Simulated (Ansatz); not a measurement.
Start from PbS (space group P6_3/mmc, No. 194; a = 4.951 Å, c = 5.916 Å; a hypothetical phase, not in the database extracts checked).

Modification: the cell is scaled by 0.9481 in all directions; the atoms relax in the strained cell.

Levels (all Ansatz, an electronic-structure program, PAW): PBEsol (420 eV, spin-orbit coupling left out); PBEsol+SOC (420 eV, with spin-orbit coupling).

The geometry is relaxed with PBEsol.

PBEsol gap character: indirect, H → k = (0.125, 0.125, 0.167) in the run's primitive reciprocal basis
PBEsol band gap: 0.87 eV
PBEsol pressure: 10.29 GPa

Task: Predict the gap character, band gap, pressure and electron mass from PBEsol+SOC.

Result: The gap character becomes direct at H (PBEsol: indirect, H → k = (0.125, 0.125, 0.167) in the run's primitive reciprocal basis); the band gap drops by 0.60 eV to 0.27 eV; the pressure decreases by 0.52 GPa, from 10.29 GPa to 9.77 GPa; the electron mass is 0.042 mₑ along c, 0.17 mₑ across (at H).

Single points use the geometry relaxed with PBEsol. The spin-orbit shifts are approximate. Spin-orbit coupling, missing from the scalar runs, can matter with Pb. Effective masses come from finite differences of ±0.01 Å⁻¹. Whether these cells are dynamically stable was not tested. The base started in P6_3mc and relaxed to P6_3/mmc at this level. A zero or small gap of PbS under isotropic strain −5.19 % can be the functional's error rather than a property of the material.
